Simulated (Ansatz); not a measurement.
The starting structures come from a database of crystals and need not be the phases stable at ambient conditions.

Input:

```yaml
crystal:
  lattice:
    - [7.05562, 0.00000, -0.01723]
    - [0.00000, 7.91695, 0.00000]
    - [1.98010, 3.95848, 6.78076]
  atoms:
    - { symbol: Tl, position: [0.51417, 0.00945, 0.76656] }
    - { symbol: Tl, position: [0.48583, 0.99055, 0.23344] }
    - { symbol: Tl, position: [0.98583, 0.77601, 0.23344] }
    - { symbol: Tl, position: [0.01417, 0.22399, 0.76656] }
    - { symbol: Sn, position: [0.46570, 0.48739, 0.75861] }
    - { symbol: Sn, position: [0.53430, 0.51261, 0.24139] }
    - { symbol: Sn, position: [0.03430, 0.24600, 0.24139] }
    - { symbol: Sn, position: [0.96570, 0.75400, 0.75861] }
    - { symbol: S, position: [0.69340, 0.81391, 0.54330] }
    - { symbol: S, position: [0.30660, 0.18609, 0.45670] }
    - { symbol: S, position: [0.80660, 0.35721, 0.45670] }
    - { symbol: S, position: [0.19340, 0.64279, 0.54330] }
    - { symbol: S, position: [0.75000, 0.41175, 0.00000] }
    - { symbol: S, position: [0.25000, 0.58825, 0.00000] }
```

Space group of this cell: C2/c. The cell was relaxed by PBE-D3(BJ); by PBEsol its mean pressure is -1.0 GPa.

Transport runs along the normal of the first two printed cell vectors.

The gap is the functional's own, uncorrected, and κ follows it; spin-orbit coupling is left out. Mid-gap values are interpolated between the computed energies.

**Question.** Estimate the band gap and the smallest decay constant κ at mid-gap that PBEsol run with Ansatz (a quantum-chemistry and plane-wave program) returns for this system.

**Answer.** Gap 0.41 eV on a 6×6×6 mesh; κ = 0.116 1/Å, at the zone centre.
